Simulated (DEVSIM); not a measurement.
abrupt Si n-p junction

Structure: abrupt Si n-p junction, at 300 K.

```
layer (left to right)  material  thickness (μm)  Nd (cm⁻³)  Na (cm⁻³)  τn (s)  τp (s)
---------------------  --------  --------------  ---------  ---------  ------  ------
1                            Si           0.200     1.9e17          -  2.3e-6  2.3e-6
2                            Si            1.90          -     9.7e15  2.3e-6  2.3e-6
```

Left contact: ohmic. Right contact: ohmic. Voltage is applied to the left contact. Recombination: SRH at mid-gap, Auger. Mobility is μmin + (μ − μmin)/(1 + (N/Nref)^α).

Constants are typed, rounded textbook-type inputs, not results; the design itself was drawn at random and stands for no fabricated device. Values at 300 K.

```csv
parameter,Si
gap (eV),1.124
affinity (eV),4.05
permittivity,11.7
Nc (cm⁻³),2.86e19
Nv (cm⁻³),3.1e19
μn (cm²/Vs),1417
μp (cm²/Vs),470
"μn,min",52
"μp,min",45
"Nref,n",9.7e16
"Nref,p",2.2e17
αn,0.68
αp,0.72
Cn (cm⁶/s),2.8e-31
Cp (cm⁶/s),9.9e-32
```

Model (solved in DEVSIM): 1D drift-diffusion, Boltzmann statistics, complete ionisation; no tunnelling, impact ionisation, image-force lowering or self-heating.

```
Property                                            Value
---------------------------------------------  ----------
Potential step across the device at zero bias     0.786 V
Largest field in the device at zero bias       47000 V/cm
Dark forward voltage at 1 A/cm²                   0.562 V
Dark forward voltage at 100 A/cm²                 0.687 V
```

Small-signal capacitance in reverse bias (quasi-static):

```csv
V (V),C (nF/cm²)
0.1,30.4
0.25,27.9
0.5,24.9
0.75,22.7
1,21.0
1.5,18.5
2,16.7
2.5,15.4
3.25,13.9
4,12.7
5,11.6
```

Dark forward current:

(V (V), J (A/cm²)): (-0.05, -4.2e-9); (-0.10, -2.5e-8); (-0.15, -1.5e-7); (-0.20, -9.6e-7); (-0.25, -6.4e-6); (-0.30, -4.3e-5); (-0.35, -0.00029); (-0.40, -0.0020); (-0.45, -0.014); (-0.50, -0.094); (-0.55, -0.64); (-0.60, -4.3); (-0.65, -28); (-0.70, -150); (-0.75, -590); (-0.80, -1600); (-0.85, -3300)
